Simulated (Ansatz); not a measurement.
Fluorite HfO2 (high-temperature phase), treated with rVV10 in Ansatz (PAW).

Numerical settings: plane-wave cutoff 520 eV, 12×12×12 k mesh, Fermi–Dirac smearing 0.01 eV, scalar-relativistic PAW data made under PBE.

A third-order Birch–Murnaghan fit to the energies gives V0 = 11.184 Å³/atom, B0 = 246 GPa, B′ = 4.2.

```
V (Å³/atom)     P (GPa)
-----------  ----------
10.512            17.37
10.736            10.97
10.959             5.20
11.183             0.01
11.407       (withheld)
11.630       (withheld)
11.854           -12.67
```

Question: Estimate the withheld pressures from this fit; the answers are the runs' own values.

Answer: 
- 11.407, P (GPa): -4.66
- 11.630, P (GPa): -8.88

The formula P = (3/2) B0 (x^(7/3) − x^(5/3)) [1 + (3/4)(B′ − 4)(x^(2/3) − 1)] with x = V0/V meets the computed pressures within 0.02 GPa when these rounded values are put in.

Measured, for comparison: bulk modulus 242 ± 16 GPa (room temperature, no zero-point or thermal correction, nanocrystalline cubic HfO2, second-order Birch-Murnaghan; as tabulated in High-pressure structural stability, equation of state, and thermal expansion …). Computed (rounded) less measured: bulk modulus +2 % (inside the measured uncertainty). A static lattice is as a rule a little smaller and stiffer than an uncorrected measurement, which narrows the difference in the bulk modulus and would widen misses of the other sign.

Note: symmetry holds this phase in the static calculation, where it need not be a minimum; held by symmetry at 0 K, a high-temperature phase can be a saddle point.

Spin–orbit coupling is not included.

The computed numbers hold no vibrational or temperature effects.

Ansatz is an electronic-structure program.
